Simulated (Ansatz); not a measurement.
Cells marked so need not be the phases stable at ambient conditions, and some may be hypothetical.

 Where the default PAW files enter, the runs use the earlier of Ansatz's two default sets.

The gap is the functional's own. No spin-orbit coupling. Mid-gap values are interpolated on the energy grid.

A. SrZrO3 (I4/mcm, not sure to be the ambient phase, 10 atoms a cell, 13.9 Å³ an atom, -2 GPa at this level), along the normal of (001)
B. CdI2 (P-3m1, CdI2 type, not sure to be the ambient phase, 3 atoms a cell, 35.5 Å³ an atom), along the normal of (100)
C. Cs$_{2}$NaBiF$_{6}$ (Fm-3m, not sure to be the ambient phase, 10 atoms a cell, 20.4 Å³ an atom, -2 GPa at this level), along the normal of (111)
D. BaZr(BO3)2 (R-3c, not sure to be the ambient phase, 20 atoms a cell, 13.7 Å³ an atom, -5 GPa at this level), along the normal of (001)

Problem. Put the candidates in order of mid-gap decay constant of the slowest evanescent state, highest first, for PBEsol run with Ansatz (a program for electronic structure).

Solution. C (0.54 1/Å), D (0.46 1/Å), A (0.28 1/Å), B (0.18 1/Å)
